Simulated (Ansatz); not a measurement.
The reference is CdI$_{2}$ in the CdI2 type structure (space group P-3m1, No. 164; layered, stacked along the Cartesian z axis).

```yaml
crystal:
  lattice:
    - [4.15270, 0.00000, 0.00000]
    - [-2.07635, 3.59635, 0.00000]
    - [0.00000, 0.00000, 6.55084]
  atoms:
    - { symbol: Cd, position: [0.00000, 0.00000, 0.00000] }
    - { symbol: I, position: [0.66667, 0.33333, 0.26119] }
    - { symbol: I, position: [0.33333, 0.66667, 0.73881] }
```

Calculations: PBEsol-D3(BJ)/PAW in Ansatz (a program for electronic structure), spin-orbit coupling left out.

One change was made to it. Results:

The gap character changes from indirect, K–Γ (77 % along) → k = (0, 0.444, -0.400) in the run's primitive reciprocal basis to indirect, K–Γ (77 % along) → K; the c/a ratio falls by 0.015, from 1.577 to 1.562; the band gap drops by 0.23 eV to 1.94 eV; the smallest direct gap grows by 0.15 eV, from 2.56 eV to 2.71 eV.

Q: What was done to the base?
A) pressure 0.7 GPa
B) pressure 7.5 GPa
C) pressure 1.5 GPa
D) pressure 3 GPa
E) pressure −1 GPa

A: D, pressure 3 GPa. For comparison, the band gap in the other runs: pressure 1.5 GPa gives 2.06 eV; pressure 0.7 GPa gives 2.11 eV; pressure −1 GPa gives 2.25 eV; pressure 7.5 GPa gives 1.57 eV.

Spin-orbit coupling, missing from the scalar runs, can matter with I. Load acts through the strain it causes; cell and atoms are relaxed under it. No phonon test of stability was made. Competing high-pressure phases were not computed.
